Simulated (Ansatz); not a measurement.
AlN (Fm-3m, No. 225, 2 atoms in the cell; start mp-1330; high-pressure phase) was calculated with LDA (Ansatz, an electronic-structure program, plane waves, PAW).

Numerical settings: plane-wave cutoff 520 eV, 14×14×14 k mesh, Fermi–Dirac smearing 0.01 eV, scalar-relativistic PAW data made under PBE.

Cell (relaxed at this level):

```yaml
crystal:
  lattice:
    - [0.00000, 2.00555, 2.00555]
    - [2.00555, 0.00000, 2.00555]
    - [2.00555, 2.00555, 0.00000]
  atoms:
    - { symbol: Al, position: [0.50000, 0.50000, 0.50000] }
    - { symbol: N, position: [0.00000, 0.00000, 0.00000] }
```

### Question
Estimate the band gap and smallest direct gap on the k points sampled that the calculation returns.

### Answer

* **band gap**: 4.71 eV (indirect)
* **smallest direct gap on the k points sampled**: 6.10 eV

The computed numbers hold no vibrational or temperature effects.

A start named mp-… is a Materials Project structure, which need not be a measured phase.
